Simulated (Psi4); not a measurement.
Psi4 1.11, TPSS/def2-svp: Si(H)(Vi)2(NH2) (C=C[SiH](N)C=C), 15 atoms. The geometry is a generated start, not checked to be a minimum at this level.

task: energy
method: tpss
basis: def2-svp
memory: 3 GB
maxiter: 100
keys of the molecule block: symmetry c1
scf_type: df (default)
e_convergence: 1e-06 (default)
d_convergence: 1e-06 (default)
dft_radial_points: 75 (default)
dft_spherical_points: 302 (default)
basis functions: 133
grid points: 320720

```xyz
15

Si    -0.0412     0.2535    -0.5132
N     -0.5738     1.6402     0.3785
C      1.6168    -0.4855     0.0490
C      2.7783     0.1376    -0.0731
C     -1.3541    -1.0796    -0.3026
C     -2.5505    -0.8845     0.2266
H      0.0686     0.7244    -1.8995
H     -0.0308     2.4867     0.2990
H     -0.8458     1.5100     1.3399
H      1.6156    -1.4700     0.5032
H      2.8416     1.1172    -0.5235
H      3.7133    -0.2900     0.2574
H     -1.1052    -2.0734    -0.6548
H     -3.2818    -1.6729     0.3286
H     -2.8511     0.0863     0.5845
```

With the defaults (diis = true, scf_initial_accelerator = adiis, damping_percentage = 0, diis_start = 1, guess = auto, which took SAD, diis_max_vecs = 10) it converges in 10 SCF iterations. One run each on 2 threads, with these changes:
- diis_start = 4
- guess = core
- diis = false, scf_initial_accelerator = none, damping_percentage = 60
- guess = modhuckel
- damping_percentage = 60
- diis_max_vecs = 3
- diis_max_vecs = 20
- scf_initial_accelerator = none
- guess = huckel

Which runs fail or end elsewhere than the default run?

No convergence: diis = false, scf_initial_accelerator = none, damping_percentage = 60 (the run ends without SCF convergence in 100 iterations). The rest reach the solution of the defaults.

```tsv
setting	SCF iterations	end
the defaults	10	same solution
scf_initial_accelerator = none	10	same solution
diis_max_vecs = 20	10	same solution
guess = huckel	12	same solution
guess = modhuckel	12	same solution
guess = core	13	same solution
diis_start = 4	16	same solution
diis_max_vecs = 3	18	same solution
damping_percentage = 60	58	same solution
diis = false, scf_initial_accelerator = none, damping_percentage = 60	100	no convergence
```
